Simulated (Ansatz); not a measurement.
Given:

```xyz
2
Lattice="0.0000 3.2676 3.2676 3.2676 0.0000 3.2676 3.2676 3.2676 0.0000" Properties=species:S:1:pos:R:3 pbc="T T T"
Te     0.0000     0.0000     0.0000
Pb     3.2676     3.2676     3.2676
```

No spin polarisation.

The values are results of DFT with r2SCAN, PAW potentials and a 500 eV plane-wave cutoff in Ansatz (a quantum-chemistry and plane-wave program), no SOC, earlier PAW set, not measurements. Γ-centred 9×9×9 mesh, Fermi–Dirac width 0.05 eV.

### Question
What band gap does the calculation give?

### Answer
1.10 eV.

### Question
Predict the width of the top valence band.

### Answer
2.76 eV.

### Question
What is the computed space group?

### Answer
Fm-3m (No. 225).

With Pb and Te present, leaving out spin-orbit coupling can change the band edges. Whether these cells are dynamically stable was not tested. The cell was made from PbS by this change: S → Te.
